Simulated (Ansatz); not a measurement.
A calculation on A15 Nb3Sn (cubic form, which distorts at low temperature) returned lattice constant a 5.258 Å, bulk modulus 176 GPa.

For reference: lattice constant a 5.289 Å (measured, temperature not stated, not corrected to a static lattice; as tabulated in Priinits et al. (2024), arXiv:2406.00817); bulk modulus 165 GPa (measured, 4 K, not corrected to a static lattice; as tabulated in Lu and Klein (1997), arXiv:cond-mat/9704251).

### Question
Which level of theory produced these numbers?
(A) PBEsol+SOC (Ansatz, a quantum-chemistry and plane-wave program)
(B) r²SCAN+SOC (Ansatz)
(C) r²SCAN (Ansatz)
(D) PBE (Ansatz)

### Answer
A, PBEsol+SOC (Ansatz)

The others give: r²SCAN+SOC 5.304 Å, 170 GPa; PBE 5.319 Å, 162 GPa; r²SCAN 5.304 Å, 170 GPa.

Unless a cell is named, each level is at its own relaxed cell (PBE 18.81, PBEsol+SOC 18.17, r²SCAN 18.66, r²SCAN+SOC 18.65 Å³/atom).

Caveats: symmetry holds this phase in the static calculation, where it need not be a minimum (r²SCAN+SOC, PBE, r²SCAN, PBEsol+SOC). Ansatz's density-functional and Hartree–Fock values are scalar-relativistic unless marked +SOC, with PAW data made under PBE.
